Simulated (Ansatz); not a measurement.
## Effect of isotropic strain +3.85 % on LiH

Start from LiH in the rock salt structure (space group Fm-3m, No. 225; a = 4.004 Å).

The change: the cell is scaled by 1.0385 in all directions; the atoms relax in the strained cell.

Method: DFT with r2SCAN, PAW potentials and a 500 eV plane-wave cutoff in Ansatz (a first-principles code), scalar-relativistic without spin-orbit coupling, earlier PAW set. Settings: 14×14×14 k-points, 0.05 eV Fermi–Dirac smearing.

| quantity | base | changed | shift |
|---|---|---|---|
| volume per atom | 8.02 Å³ | 8.99 Å³ | +0.963 Å³ |
| space group | Fm-3m (No. 225) | Fm-3m (No. 225) | – |
| shortest interatomic distance | 2.002 Å | 2.079 Å | +0.077 Å |
| energy relative to the base (free energy F) | 0 meV/atom | +11 meV/atom | +11 meV/atom |
| pressure | 0.00 GPa | -3.39 GPa | -3.39 GPa |
| band gap | 3.63 eV | 3.69 eV | +0.06 eV |
| gap character | direct at X | direct at X | – |
| width of the top valence band | 5.54 eV | 5.11 eV | -0.43 eV |
| electron mass | 0.13 mₑ along k, 0.98 mₑ across (at X) | 0.14 mₑ along k, 0.98 mₑ across (at X) | – |

Effective masses come from finite differences of ±0.01 Å⁻¹. Along k means along the line from Γ to the band edge. No phonon test of stability was made.
